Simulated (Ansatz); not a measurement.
PbZrO3 (model structure, started from the LiNbO3 type, R3c, No. 161, 10 atoms in the cell), treated with HSE06 (plane waves, PAW; Ansatz, an electronic-structure program).

Numerical settings: plane-wave cutoff 460 eV, 6×6×6 k mesh, Fermi–Dirac smearing 0.01 eV, scalar-relativistic PAW data made under PBE.

Cell (relaxed with PBEsol):

```cif
data_O6Pb2Zr2
_chemical_formula_sum 'Pb2 Zr2 O6'
_space_group_name_H-M_alt 'P 1'
_space_group_IT_number 1
_cell_length_a 5.87428
_cell_length_b 5.87428
_cell_length_c 5.87428
_cell_angle_alpha 59.647
_cell_angle_beta 59.647
_cell_angle_gamma 59.647
loop_
_space_group_symop_operation_xyz
  'x, y, z'
loop_
_atom_site_label
_atom_site_type_symbol
_atom_site_fract_x
_atom_site_fract_y
_atom_site_fract_z
_atom_site_occupancy
Pb1 Pb 0.71493 0.71493 0.71493 1
Pb2 Pb 0.21493 0.21493 0.21493 1
Zr1 Zr 0.98501 0.98501 0.98501 1
Zr2 Zr 0.48501 0.48501 0.48501 1
O1 O 0.79272 0.26500 0.69205 1
O2 O 0.26500 0.69205 0.79272 1
O3 O 0.69205 0.79272 0.26500 1
O4 O 0.29272 0.19205 0.76500 1
O5 O 0.19205 0.76500 0.29272 1
O6 O 0.76500 0.29272 0.19205 1
```

Predict the band gap and direct gap at Γ.


- band gap = 4.06 eV (on the SCF k mesh)
- direct gap at Γ = 5.50 eV

Note: the relaxation could raise the start's symmetry but not lower it, so the cell can be a saddle point; cell and atoms aren't relaxed at this level (largest force component 0.09 eV/Å, pressure 1.0 GPa).

Spin–orbit coupling is not included; with these elements it can move the gap by several tenths of an eV or more.

Computing time: about 8 core-minutes (a rough figure).

A model structure was made by putting elements into a prototype or built by hand; it is no filed structure, need not be a known phase, and can be a saddle point held by its symmetry.
